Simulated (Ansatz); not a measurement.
**Input and output of a self-consistent single point for YbZn (Pm-3m, 2 atoms in the cell) (Ansatz, a quantum-chemistry and plane-wave program)**

Computed with LDA (PW92), default PAW files made with PBE (plane waves; Ansatz).

This input was run:

Ansatz 0.2 input:
```yaml
# YbZn
crystal:
  lattice:
    - [3.593711, 0.000000, 0.000000]
    - [0.000000, 3.593711, 0.000000]
    - [0.000000, 0.000000, 3.593711]
  atoms:
    - { symbol: Yb, position: [0.000000, 0.000000, 0.000000] }
    - { symbol: Zn, position: [0.500000, 0.500000, 0.500000] }
basis:
  ecutwfc: 420.0 eV
kpoints:
  mp_grid:
    grid: [9, 9, 9]
hamiltonian:
  xc: lda
  pseudopotentials:
    kind: paw
scf:
  occupations:
    method: fermi_dirac
    width: 0.1 eV
output:
  forces: true
  eigenvalues: true
  stress: true
```

Output (repeated stretches shortened):

```
WARN ansatz: RAYON_NUM_THREADS=1 ignored (pool sized by the plan → 1); use --threads N
Pseudopotentials: kind: paw
Pseudopotential: Yb, paw, valence charge 24
Pseudopotential: Zn, paw, valence charge 12
Crystal: 2 atoms, lattice volume = 46.412 Å³
Basis set: ecut = 420 eV, 925 PW (Γ)
Bands: 22, of which v1, the nominal top of the filled ones, is band 18 counted from 1 (17 counted from 0)
Symmetry: 48 space group operations
Space group: Pm-3m (ITA 221), of the structure as read, at distance tolerance 3.6e-5 Å
k-points: 35 of 729
PAW frozen core: Yb, regenerated for the run's functional, and the local potential with it
PAW frozen core: Zn, regenerated for the run's functional, and the local potential with it
Initial density: superposition of atomic densities (neutral atoms: chi_scale 0, normalization atom), corrected by the library's trained network
Initial wavefunctions: pseudopotential atomic-orbital guess
Eigensolver: davidson
Functional: x = slater, c = lda
SCF iter   1: F=—  HF=-16807.557355 eV  |F-HF|=—  |Δ(HF+E_count)|=         —  Δρ=1.79e-2  dr2=1.31e-1  ethr=1.77e-3  ⟨swp⟩=6.0  Hψ=3579  notcnv=0
all-band conjugate gradients solve this SCF's bands
preconditioner: auto → Kerker (q_TF=auto, 2.615 Å⁻¹)
SCF iter   2: F=—  HF=-16807.545735 eV  |F-HF|=—  |Δ(HF+E_count)|=   1.16e-2  Δρ=5.59e-3  dr2=1.36e-2  ethr=3.63e-4  ⟨swp⟩=2.1  Hψ=1457  notcnv=0
SCF iter   3: F=—  HF=-16807.544514 eV  |F-HF|=—  |Δ(HF+E_count)|=   1.22e-3  Δρ=1.99e-3  dr2=2.16e-3  ethr=3.79e-5  ⟨swp⟩=1.4  Hψ=910  notcnv=0
SCF iter   4: F=—  HF=-16807.544218 eV  |F-HF|=—  |Δ(HF+E_count)|=   2.97e-4  Δρ=5.65e-4  dr2=1.53e-4  ethr=6.01e-6  ⟨swp⟩=2.4  Hψ=1293  notcnv=0
SCF iter   5: F=—  HF=-16807.544216 eV  |F-HF|=—  |Δ(HF+E_count)|=   1.18e-6  Δρ=2.98e-4  dr2=4.74e-5  ethr=4.26e-7  ⟨swp⟩=2.0  Hψ=1293  notcnv=0
SCF iter   6: F=—  HF=-16807.544216 eV  |F-HF|=—  |Δ(HF+E_count)|=   1.02e-7  Δρ=1.12e-4  dr2=5.05e-6  ethr=1.32e-7  ⟨swp⟩=2.1  Hψ=1037  notcnv=0
SCF iter   7: F=—  HF=-16807.544216 eV  |F-HF|=—  |Δ(HF+E_count)|=   6.12e-7  Δρ=2.96e-5  dr2=5.13e-7  ethr=1.40e-8  ⟨swp⟩=2.1  Hψ=1258  notcnv=0
SCF iter   8: F=-16807.544216 eV  HF=-16807.544216 eV  |F-HF|=1.58e-8  |Δ(HF+E_count)|=   6.53e-8  Δρ=7.58e-6  dr2=2.50e-8  ethr=2.78e-10  ⟨swp⟩=8.1  Hψ=4540  notcnv=0
SCF 1 converged in 8 iterations: F = -16807.544216 eV  dr2 = 2.50e-8
SCF converged after 8 iterations
Free energy (F): -16807.544216 eV
Harris-Foulkes:  -16807.544216 eV  (|F-HF|=1.58e-8)
Internal energy: -16807.442828 eV  (E = F + TS)
E sigma→0 (E₀):  -16807.493522 eV
Entropy (-TS):   -0.101387 eV (-50.694 meV/atom)
Fermi energy:    11.381028 eV
--- Per-component energies (eV) ---
  E_band       = 74.207134
  E_kinetic    = 488.643730
  E_local      = -7512.323753  (includes V_loc(G=0)·N_el)
  E_nonlocal   = 1165.720528
  E_hartree    = 3232.460882
  E_xc         = -298.825789
  E_vxc        = -258.161512  (∫ρ·V_xc dr)
  E_paw        = -8868.677228  (= ΣΔE_a)
  E_vpaw       = -274.602443  (= ΣTr[D̂ρ^β])
  E_aug_tail   = -0.000344  (compensation charges beyond the density's cutoff)
  E_ewald      = -5018.181760
  E_core_change = 3.740907  (= ΣΔE_core)
  E_smearing   = -0.101387  (= −TS)
  E_closure    = 0.000000  (closes the sum)
  Σ components = -16807.544216   (vs F -16807.544216, Δ=0.00e0)
--- Forces (eV/Å), atoms counted from 1 ---
  atom   1  Yb    -0.00000000    -0.00000000    -0.00000000
  atom   2  Zn     0.00000000    -0.00000000    -0.00000000
  max |Σ_I F_I| component: 1.86e-29 eV/Å
--- Stress (GPa, compression-positive) ---
       -5.524081      -0.000000       0.000000
        0.000000      -5.524081       0.000000
        0.000000       0.000000      -5.524081
  P = ⅓ Tr σ = -5.5241 GPa (-55.241 kbar)
  The stress holds the Pulay correction. Without it, at fixed plane waves, as pw.x and ABINIT print it: P = -5.5628 GPa
--- Band table (eV; the first three rows and the last of 35) ---
  k-point 0: bands = ["-40.1359", "-12.3583", "-12.3583", "-12.3583", "4.1599", "4.1933", "4.1933", "4.3678", "4.3678", "4.3678", "10.8454", "10.8454", "10.8454", "10.8461", "10.8461", "10.8461", "10.8930", "12.3561", "12.3561", "16.2188", [...]
  k-point 1: bands = ["-40.1349", "-12.3903", "-12.3556", "-12.3556", "4.1988", "4.2111", "4.3461", "4.3636", "4.3636", "4.3694", "10.8291", "10.8410", "10.8482", "10.8482", "10.8531", "10.8531", "10.8922", "12.1646", "12.4157", "15.5663", [...]
  k-point 2: bands = ["-40.1323", "-12.4702", "-12.3488", "-12.3488", "4.2127", "4.2568", "4.3531", "4.3531", "4.3734", "4.8866", "10.7459", "10.8292", "10.8541", "10.8541", "10.8741", "10.8741", "10.8902", "11.3222", "12.5754", "14.7264", [...]
  k-point 34: bands = ["-40.1110", "-12.5483", "-12.5474", "-12.5474", "4.2638", "4.2737", "4.2737", "4.4801", "4.4801", "9.2782", "10.1914", "10.1914", "10.6156", "10.8523", "10.8534", "10.8534", "10.9024", "10.9191", "10.9191", "12.0913", [...]
```

The run converged in 8 iterations.

The starting cell comes from a database of computed structures (which also holds hypothetical and non-ambient phases and stackings), without a prior relaxation at this level. Its lattice was rescaled by up to half a per cent. Spin-orbit coupling is off. Spin polarisation is off. With a pressure of about -6 GPa the cell is away from its equilibrium volume at this level. Ansatz's pressure includes its estimate of the finite-basis (Pulay) stress.
